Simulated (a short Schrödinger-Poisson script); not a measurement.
System: gated Al0.3Ga0.7As/GaAs modulation-doped gas, at 300 K.

```tsv
layer	material	thickness (nm)	Nd (cm⁻³)	Na (cm⁻³)
1	Al0.3Ga0.7As	30	-	-
2	Al0.3Ga0.7As	30	5.9e17	-
3	Al0.3Ga0.7As	10	-	-
4	GaAs	6000	-	1e14
```

The device is made up for the run: typed textbook-type constants, with dimensions and the other settings drawn at random. Al0.3Ga0.7As: permittivity 12.05, conduction-band edge (eV) 0.237, gap (eV) 1.798, electron mass (mₑ) 0.0919, Nv at 300 K (cm⁻³) 9e18. GaAs: permittivity 12.9, conduction-band edge (eV) 0, gap (eV) 1.424, Nv at 300 K (cm⁻³) 9e18.

Channel valleys (confinement mass, in-plane density-of-states mass, number): Γ 0.067, 0.067, 1. At the gate the conduction-band edge of layer 1 lies 0.99 eV − eVg above the Fermi level of the channel; the field vanishes at the back. Donor level 0.05 eV below the band edge. The barrier under the gate holds no holes. Gaps are held at their typed values at every temperature. Mesh 0.08 nm at interfaces.

Solved with a short Schrödinger-Poisson script written for these runs: 1D Poisson equation in equilibrium, electrons quantum, Hartree plus LDA exchange-correlation (BenDaniel-Duke, 40 states a valley, the channel's in-plane mass for all, wave functions free to enter the barrier), parabolic valleys, classical holes, donors ionised by Fermi statistics, acceptors fully, no traps, pinning or gate leakage.

The same stack at other levels of the model or other numerical settings:

```
run                                          sheet density of all electrons at Vg = 0.5 V (cm⁻²)  sheet density of all electrons at Vg = 0 V (cm⁻²)  capacitance at Vg = 0.5 V (μF/cm²)  centroid of the channel electrons at Vg = 0.5 V (nm)  rough cost against the base
-------------------------------------------  ---------------------------------------------------  -------------------------------------------------  ----------------------------------  ----------------------------------------------------  ---------------------------
base                                                                                     5.52e11                                            3.57e11                               0.239                                                 17.03                      about 1
electrons treated as classical, Boltzmann                                                5.83e11                                            3.66e11                               0.238                                                 14.62                         0.01
electrons treated as classical, Fermi-Dirac                                              5.68e11                                            3.61e11                               0.239                                                 15.80                         0.06
electrons treated as quantum, Hartree                                                    5.34e11                                            3.50e11                               0.239                                                 17.92                          0.5
mesh six times as coarse                                                                 5.52e11                                            3.57e11                               0.239                                                 17.14                          0.2
one subband a valley                                                                     4.83e11                                            3.37e11                               0.237                                                 13.03                          0.2
```

The classical rows ignore confinement, and Boltzmann statistics overrate the density once the band edge passes the Fermi level.
